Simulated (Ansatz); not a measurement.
**Rutile MgH₂**

All values below come from BLYP in Ansatz (PAW).

Numerical settings: plane-wave cutoff 520 eV, 8×8×12 k mesh (along the axes of the cell as run), Fermi–Dirac smearing 0.01 eV, scalar-relativistic PAW data made under PBE.

Cell: relaxed at this level.

volume per atom: 10.37 Å³/atom
bulk modulus B0: 46.9 GPa
lattice parameter a: 4.552 Å
c axis length: 3.001 Å
band gap: 4.11 eV (indirect)
smallest direct gap on the k points sampled: 4.82 eV
direct gap at Γ: 5.59 eV
pressure derivative B′ of the bulk modulus: 3.8

Measured, for comparison: equilibrium volume per atom 10.27 Å³/atom, lattice constant a 4.517 Å, lattice parameter c 3.021 Å (temperature not stated, no zero-point or thermal correction; as tabulated in Ellinger et al., J. Am. Chem. Soc. 77, 2647 (1955) (COD 4124639)); bulk modulus 49 ± 2 GPa (room temperature, no zero-point or thermal correction, measured on MgD2; as tabulated in abstract on rutile-type MgD2 by neutron diffraction to 9.3 GPa, listed at scite). Computed (rounded) less measured: equilibrium volume per atom +1.0 %, bulk modulus -4 %, lattice constant a +0.8 %, lattice parameter c -0.7 %. A static lattice is as a rule a little smaller and stiffer than an uncorrected measurement, which narrows the difference in the lattice parameter c and would widen misses of the other sign.

Note: the bulk modulus comes from volumes at which shape and atoms were relaxed.

It cost around 4 core-minutes (rough) of CPU time.

Ansatz is a quantum-chemistry and plane-wave program.
